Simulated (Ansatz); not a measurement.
Output of an Ansatz run (abridged):

```
WARN ansatz: RAYON_NUM_THREADS=1 ignored (pool sized by the plan → 1); use --threads N
Pseudopotentials: kind: paw
Pseudopotential: Sr, paw, valence charge 10
Pseudopotential: Te, paw, valence charge 16
Pseudopotential: Zn, paw, valence charge 12
Pseudopotential: P, paw, valence charge 5
Pseudopotential: O, paw, valence charge 6
Crystal: 46 atoms, lattice volume = 594.379 Å³
Basis set: ecut = 420 eV, 11647 PW (Γ)
Bands: 228, of which v1, the nominal top of the filled ones, is band 182 counted from 1 (181 counted from 0)
Symmetry: 4 space group operations
Space group: P21/c (ITA 14), of the structure as read, at distance tolerance 8.4e-5 Å
k-points: 2 of 6
PAW frozen core: Sr, regenerated for the run's functional, and the local potential with it
PAW frozen core: Te, regenerated for the run's functional, and the local potential with it
PAW frozen core: Zn, regenerated for the run's functional, and the local potential with it
PAW frozen core: P, regenerated for the run's functional, and the local potential with it
PAW frozen core: O, regenerated for the run's functional, and the local potential with it
Initial density: superposition of atomic densities (neutral atoms: chi_scale 0, normalization atom), corrected by the library's trained network
Initial wavefunctions: pseudopotential atomic-orbital guess
Eigensolver: davidson
Functional: x = slater, c = lda
SCF iter   1: F=—  HF=-79038.565124 eV  |F-HF|=—  |Δ(HF+E_count)|=         —  Δρ=1.57e-2  dr2=1.27e0  ethr=1.77e-3  ⟨swp⟩=8.5  Hψ=2415  notcnv=0
all-band conjugate gradients solve this SCF's bands
preconditioner: auto → Resta (q_TF=auto, 2.514 Å⁻¹)
SCF iter   2: F=—  HF=-79038.219032 eV  |F-HF|=—  |Δ(HF+E_count)|=   3.46e-1  Δρ=3.99e-3  dr2=5.25e-2  ethr=3.48e-4  ⟨swp⟩=2.0  Hψ=754  notcnv=0
SCF iter   3: F=—  HF=-79038.206017 eV  |F-HF|=—  |Δ(HF+E_count)|=   1.30e-2  Δρ=2.06e-3  dr2=1.89e-2  ethr=1.44e-5  ⟨swp⟩=2.0  Hψ=616  notcnv=0
SCF iter   4: F=—  HF=-79038.201776 eV  |F-HF|=—  |Δ(HF+E_count)|=   4.24e-3  Δρ=7.80e-4  dr2=2.98e-3  ethr=5.19e-6  ⟨swp⟩=2.0  Hψ=600  notcnv=0
SCF iter   5: F=—  HF=-79038.200793 eV  |F-HF|=—  |Δ(HF+E_count)|=   9.83e-4  Δρ=2.26e-4  dr2=2.83e-4  ethr=8.17e-7  ⟨swp⟩=2.0  Hψ=611  notcnv=0
SCF iter   6: F=—  HF=-79038.200820 eV  |F-HF|=—  |Δ(HF+E_count)|=   2.73e-5  Δρ=1.41e-4  dr2=8.01e-5  ethr=7.77e-8  ⟨swp⟩=2.0  Hψ=684  notcnv=0
SCF iter   7: F=—  HF=-79038.201508 eV  |F-HF|=—  |Δ(HF+E_count)|=   6.88e-4  Δρ=2.97e-5  dr2=5.99e-6  ethr=2.20e-8  ⟨swp⟩=2.0  Hψ=650  notcnv=0
SCF iter   8: F=—  HF=-79038.201509 eV  |F-HF|=—  |Δ(HF+E_count)|=   1.23e-6  Δρ=1.49e-5  dr2=1.23e-6  ethr=1.65e-9  ⟨swp⟩=2.0  Hψ=742  notcnv=0
SCF iter   9: F=—  HF=-79038.201509 eV  |F-HF|=—  |Δ(HF+E_count)|=   3.43e-8  Δρ=7.47e-6  dr2=3.11e-7  ethr=3.37e-10  ⟨swp⟩=2.0  Hψ=688  notcnv=0
SCF iter  10: F=-79038.201509 eV  HF=-79038.201509 eV  |F-HF|=7.71e-10  |Δ(HF+E_count)|=   1.95e-9  Δρ=2.34e-6  dr2=4.12e-8  ethr=2.75e-11  ⟨swp⟩=15.5  Hψ=2768  notcnv=0
SCF 1 converged in 10 iterations: F = -79038.201509 eV  dr2 = 4.12e-8
SCF converged after 10 iterations
Free energy (F): -79038.201509 eV
Harris-Foulkes:  -79038.201509 eV  (|F-HF|=7.71e-10)
Internal energy: -79038.201509 eV  (E = F + TS)
E sigma→0 (E₀):  -79038.201509 eV
Fermi energy:    8.963676 eV
--- Per-component energies (eV) ---
  E_band       = -1456.043475
  E_kinetic    = 7788.237649
  E_local      = -30247.931326  (includes V_loc(G=0)·N_el)
  E_nonlocal   = 4882.934471
  E_hartree    = 12810.373165
  E_xc         = -4289.319547
  E_vxc        = -4268.846422  (∫ρ·V_xc dr)
  E_paw        = -45297.824968  (= ΣΔE_a)
  E_vpaw       = -5231.267147  (= ΣTr[D̂ρ^β])
  E_aug_tail   = 0.068107  (compensation charges beyond the density's cutoff)
  E_ewald      = -24701.156302
  E_core_change = 16.417242  (= ΣΔE_core)
  E_smearing   = -0.000000  (= −TS)
  E_closure    = -0.000000  (closes the sum)
  Σ components = -79038.201509   (vs F -79038.201509, Δ=0.00e0)
--- Forces (eV/Å), atoms counted from 1 ---
  atom   1  Sr    -0.03739744     0.00191367    -0.01183015
  atom   2  Sr     0.03739744     0.00191367     0.01183015
  atom   3  Sr     0.03739744    -0.00191367     0.01183015
  atom   4  Sr    -0.03739744    -0.00191367    -0.01183015
  atom   5  Te    -0.40599009    -0.05131486    -2.30997096
  atom   6  Te     0.40599009    -0.05131486     2.30997096
   [... 35 lines left out ...]
  atom  42  O      1.54592107    -0.03040389    -0.28082265
  atom  43  O      0.63466182    -0.84603955     0.52963709
  atom  44  O     -0.63466182    -0.84603955    -0.52963709
  atom  45  O     -0.63466182     0.84603955    -0.52963709
  atom  46  O      0.63466182     0.84603955     0.52963709
  max |Σ_I F_I| component: 4.44e-16 eV/Å
--- Stress (GPa, compression-positive) ---
        6.371401      -0.000000      -0.264117
       -0.000000       6.075481      -0.000000
       -0.264117      -0.000000       5.878841
  P = ⅓ Tr σ = 6.1086 GPa (61.086 kbar)
  The stress holds the Pulay correction. Without it, at fixed plane waves, as pw.x and ABINIT print it: P = 5.2912 GPa
--- Band table (eV) ---
  k-point 0: bands = ["-29.9744", "-29.9744", "-29.9719", "-29.9719", "-29.9552", "-29.9552", "-29.9550", "-29.9550", "-29.8296", "-29.8296", "-29.8280", "-29.8280", "-29.8155", "-29.8155", "-29.8146", "-29.8146", "-29.7404", "-29.7404", "-29.7371", [...]
  k-point 1: bands = ["-29.9744", "-29.9744", "-29.9719", "-29.9719", "-29.9552", "-29.9552", "-29.9550", "-29.9550", "-29.8296", "-29.8296", "-29.8279", "-29.8279", "-29.8155", "-29.8155", "-29.8146", "-29.8146", "-29.7403", "-29.7403", "-29.7371", [...]
```

The structure:

```
CELL_PARAMETERS angstrom
      5.13254     0.00000     0.00000
      0.00000     7.72131     0.00000
     -0.10707     0.00000    14.99823
ATOMIC_POSITIONS crystal
  Sr 0.50188 0.94914 0.70308
  Sr 0.49812 0.44914 0.79692
  Sr 0.49812 0.05086 0.29692
  Sr 0.50188 0.55086 0.20308
  Te 0.51464 0.72900 0.49242
  Te 0.48536 0.22900 0.00758
  Te 0.48536 0.27100 0.50758
  Te 0.51464 0.77100 0.99242
  Zn 0.99096 0.60861 0.61694
  Zn 0.00904 0.10861 0.88306
  Zn 0.00904 0.39139 0.38306
  Zn 0.99096 0.89139 0.11694
  Zn 0.00000 0.00000 0.50000
  Zn 0.00000 0.50000 0.00000
  P  0.95370 0.73500 0.80708
  P  0.04630 0.23500 0.69292
  P  0.04630 0.26500 0.19292
  P  0.95370 0.76500 0.30708
  O  0.80100 0.68320 0.72380
  O  0.19900 0.18320 0.77620
  O  0.19900 0.31680 0.27620
  O  0.80100 0.81680 0.22380
  O  0.25350 0.75880 0.57460
  O  0.74650 0.25880 0.92540
  O  0.74650 0.24120 0.42540
  O  0.25350 0.74120 0.07460
  O  0.70440 0.89830 0.55360
  O  0.29560 0.39830 0.94640
  O  0.29560 0.10170 0.44640
  O  0.70440 0.60170 0.05360
  O  0.84170 0.90930 0.83090
  O  0.15830 0.40930 0.66910
  O  0.15830 0.09070 0.16910
  O  0.84170 0.59070 0.33090
  O  0.88370 0.60650 0.87820
  O  0.11630 0.10650 0.62180
  O  0.11630 0.39350 0.12180
  O  0.88370 0.89350 0.37820
  O  0.24020 0.73830 0.78980
  O  0.75980 0.23830 0.71020
  O  0.75980 0.26170 0.21020
  O  0.24020 0.76170 0.28980
  O  0.71120 0.54920 0.53910
  O  0.28880 0.04920 0.96090
  O  0.28880 0.45080 0.46090
  O  0.71120 0.95080 0.03910
```

**Question.** Reconstruct the input of this run.

**Answer.** Other spellings and defaults could give the same log, and not every line can be read from it. The input that was run (DFT, LDA (PW92), plane waves, default PAW files made with PBE):

Ansatz 0.2 input:
```yaml
# Sr2Zn3Te2(PO7)2
crystal:
  lattice:
    - [5.132544, 0.000000, 0.000000]
    - [0.000000, 7.721310, 0.000000]
    - [-0.107066, 0.000000, 14.998226]
  atoms:
    - { symbol: Sr, position: [0.501880, 0.949140, 0.703080] }
    - { symbol: Sr, position: [0.498120, 0.449140, 0.796920] }
    - { symbol: Sr, position: [0.498120, 0.050860, 0.296920] }
    - { symbol: Sr, position: [0.501880, 0.550860, 0.203080] }
    - { symbol: Te, position: [0.514640, 0.729000, 0.492420] }
    - { symbol: Te, position: [0.485360, 0.229000, 0.007580] }
    - { symbol: Te, position: [0.485360, 0.271000, 0.507580] }
    - { symbol: Te, position: [0.514640, 0.771000, 0.992420] }
    - { symbol: Zn, position: [0.990960, 0.608610, 0.616940] }
    - { symbol: Zn, position: [0.009040, 0.108610, 0.883060] }
    - { symbol: Zn, position: [0.009040, 0.391390, 0.383060] }
    - { symbol: Zn, position: [0.990960, 0.891390, 0.116940] }
    - { symbol: Zn, position: [0.000000, 0.000000, 0.500000] }
    - { symbol: Zn, position: [0.000000, 0.500000, 0.000000] }
    - { symbol: P, position: [0.953700, 0.735000, 0.807080] }
    - { symbol: P, position: [0.046300, 0.235000, 0.692920] }
    - { symbol: P, position: [0.046300, 0.265000, 0.192920] }
    - { symbol: P, position: [0.953700, 0.765000, 0.307080] }
    - { symbol: O, position: [0.801000, 0.683200, 0.723800] }
    - { symbol: O, position: [0.199000, 0.183200, 0.776200] }
    - { symbol: O, position: [0.199000, 0.316800, 0.276200] }
    - { symbol: O, position: [0.801000, 0.816800, 0.223800] }
    - { symbol: O, position: [0.253500, 0.758800, 0.574600] }
    - { symbol: O, position: [0.746500, 0.258800, 0.925400] }
    - { symbol: O, position: [0.746500, 0.241200, 0.425400] }
    - { symbol: O, position: [0.253500, 0.741200, 0.074600] }
    - { symbol: O, position: [0.704400, 0.898300, 0.553600] }
    - { symbol: O, position: [0.295600, 0.398300, 0.946400] }
    - { symbol: O, position: [0.295600, 0.101700, 0.446400] }
    - { symbol: O, position: [0.704400, 0.601700, 0.053600] }
    - { symbol: O, position: [0.841700, 0.909300, 0.830900] }
    - { symbol: O, position: [0.158300, 0.409300, 0.669100] }
    - { symbol: O, position: [0.158300, 0.090700, 0.169100] }
    - { symbol: O, position: [0.841700, 0.590700, 0.330900] }
    - { symbol: O, position: [0.883700, 0.606500, 0.878200] }
    - { symbol: O, position: [0.116300, 0.106500, 0.621800] }
    - { symbol: O, position: [0.116300, 0.393500, 0.121800] }
    - { symbol: O, position: [0.883700, 0.893500, 0.378200] }
    - { symbol: O, position: [0.240200, 0.738300, 0.789800] }
    - { symbol: O, position: [0.759800, 0.238300, 0.710200] }
    - { symbol: O, position: [0.759800, 0.261700, 0.210200] }
    - { symbol: O, position: [0.240200, 0.761700, 0.289800] }
    - { symbol: O, position: [0.711200, 0.549200, 0.539100] }
    - { symbol: O, position: [0.288800, 0.049200, 0.960900] }
    - { symbol: O, position: [0.288800, 0.450800, 0.460900] }
    - { symbol: O, position: [0.711200, 0.950800, 0.039100] }
basis:
  ecutwfc: 420.0
kpoints:
  mp_grid: { grid: [3, 2, 1], shift: [0.5, 0.5, 0.5] }
hamiltonian:
  xc: lda
  pseudopotentials: { kind: paw }
scf:
  occupations: { method: gaussian, width: 0.272 }
output:
  forces: true
  eigenvalues: true
  stress: true
```

The starting cell comes from a database of published, mostly measured structures (it also holds non-ambient and calculated ones), without a prior relaxation at this level. Its lattice was rescaled by a random factor within 2.5 % of one. Spin-orbit coupling is off. With a pressure of about 6 GPa the cell is away from its equilibrium volume at this level. Forces in this geometry exceed 1 eV/Å. Ansatz's pressure includes its estimate of the finite-basis (Pulay) stress. Without the estimate this run gives 5.29 GPa. The shifted mesh does not hold Γ, so a gap read on it misses any band edge there.

Ansatz is an electronic-structure program.
